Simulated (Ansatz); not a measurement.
# Hypothetical zinc blende NaCl: pressure series

The parent structure is NaCl in the zinc blende structure (space group F-43m, No. 216; a = 6.254 Å; a hypothetical phase, not in the database extracts checked).

Cell and atoms are relaxed at each pressure.

The values are results of PBE, PAW, 420 eV (Ansatz, a quantum-chemistry and plane-wave program; without spin-orbit coupling), not measurements.

```
change              electron mass  band gap  shortest interatomic distance
-----------------  --------------  --------  -----------------------------
base               0.49 mₑ (at Γ)   4.85 eV                        2.708 Å
pressure −2 GPa    0.52 mₑ (at Γ)   4.46 eV                        2.872 Å
pressure −1 GPa    0.50 mₑ (at Γ)   4.69 eV                        2.772 Å
pressure 0.9 GPa   0.48 mₑ (at Γ)   4.97 eV                        2.665 Å
pressure 2.1 GPa   0.47 mₑ (at Γ)   5.09 eV                        2.619 Å
pressure 4.5 GPa   0.46 mₑ (at Γ)   5.30 eV                        2.551 Å
pressure 9 GPa                  …         …                        2.464 Å
pressure 15 GPa    0.43 mₑ (at Γ)   5.89 eV                        2.386 Å
pressure 22.5 GPa  0.43 mₑ (at Γ)   6.18 eV                        2.318 Å
pressure 30 GPa    0.42 mₑ (at Γ)   6.42 eV                        2.266 Å
```

Task: What belongs in the blanks?

Result: 
- pressure 9 GPa, electron mass: 0.44 mₑ (at Γ)
- pressure 9 GPa, band gap: 5.59 eV

Load acts through the strain it causes; cell and atoms are relaxed under it. Effective masses come from finite differences of ±0.01 Å⁻¹. Whether these cells are dynamically stable was not tested. Competing high-pressure phases were not computed.
